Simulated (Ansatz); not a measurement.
Given:

End structure of a constructed model of the (0001) surface of hcp Ru, (√3x√3)R30° layer of In, one a cell, on the site that continues the host's stacking (bottom of the slab: a bare face, its two planes held):

```yaml
crystal:
  lattice:
    - [4.08210, 2.35680, 0.00000]
    - [-4.08210, 2.35680, 0.00000]
    - [0.00000, 0.00000, 29.50000]
  atoms:
    - { symbol: Ru, position: [0.33333, 0.00000, 0.27478] }
    - { symbol: Ru, position: [0.66667, 0.66667, 0.27478] }
    - { symbol: Ru, position: [0.00000, 0.33333, 0.27478] }
    - { symbol: Ru, position: [0.33333, 0.33333, 0.34754] }
    - { symbol: Ru, position: [0.66667, 0.00000, 0.34754] }
    - { symbol: Ru, position: [0.00000, 0.66667, 0.34754] }
    - { symbol: Ru, position: [0.33333, 0.00000, 0.41987] }
    - { symbol: Ru, position: [0.66667, 0.66667, 0.41981] }
    - { symbol: Ru, position: [0.00000, 0.33333, 0.41981] }
    - { symbol: Ru, position: [0.33333, 0.33260, 0.49343] }
    - { symbol: Ru, position: [0.66594, 0.00000, 0.49343] }
    - { symbol: Ru, position: [0.00073, 0.66740, 0.49343] }
    - { symbol: Ru, position: [0.33333, 0.00000, 0.56699] }
    - { symbol: Ru, position: [0.66667, 0.66667, 0.56598] }
    - { symbol: Ru, position: [0.00000, 0.33333, 0.56598] }
    - { symbol: Ru, position: [0.33333, 0.33993, 0.63670] }
    - { symbol: Ru, position: [0.67327, 0.00000, 0.63670] }
    - { symbol: Ru, position: [0.99340, 0.66007, 0.63670] }
    - { symbol: In, position: [0.33333, 0.00000, 0.71605] }
```

Model: 19-atom slab, 13.3 Å thick at the start with caps and adatoms (thin: gaps and levels are the slab's own), 9x9x1 mesh, Fermi-Dirac 0.1 eV, dipole correction, 6 atoms held, the rest relaxed; start symmetry kept, larger cells not searched; no spin, no spin-orbit, no U. It is one candidate, not shown to be the stable structure of the face.

Predict the work function of the top face from PBE run with Ansatz (an electronic-structure program).

4.10 eV
